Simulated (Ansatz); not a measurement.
System: MgS (model structure, started from the HgTe type, Fm-3m, No. 225, 6 atoms in the cell). Method: r²SCAN0 (plane waves, PAW; Ansatz, a first-principles code).

Numerical settings: plane-wave cutoff 520 eV, 9×9×4 k mesh (along the axes of the cell as run), Fermi–Dirac smearing 0.01 eV, scalar-relativistic PAW data made under PBE.

Cell (relaxed with PBEsol):

Space group Fm-3m (No. 225); a = b = c = 5.1820 Å, α = β = γ = 90.00°

| atom | site | symmetry | x | y | z |
|---|---|---|---|---|---|
| Mg | 4b | m-3m | 0.5000 | 0.5000 | 0.5000 |
| S | 4a | m-3m | 0.0000 | 0.0000 | 0.0000 |
(The calculation used a cell of 6 atoms; values per cell refer to that cell.)

Q: Predict the band gap, smallest direct gap on the k points sampled and Γ–Γ gap.

A: 
* **band gap**: 4.99 eV (indirect)
* **smallest direct gap on the k points sampled**: 6.04 eV
* **Γ–Γ gap**: 6.19 eV

Computed values are for the static lattice.

A model structure was made by putting elements into a prototype or built by hand; here it ended with the formula and space group of a phase in our tables.
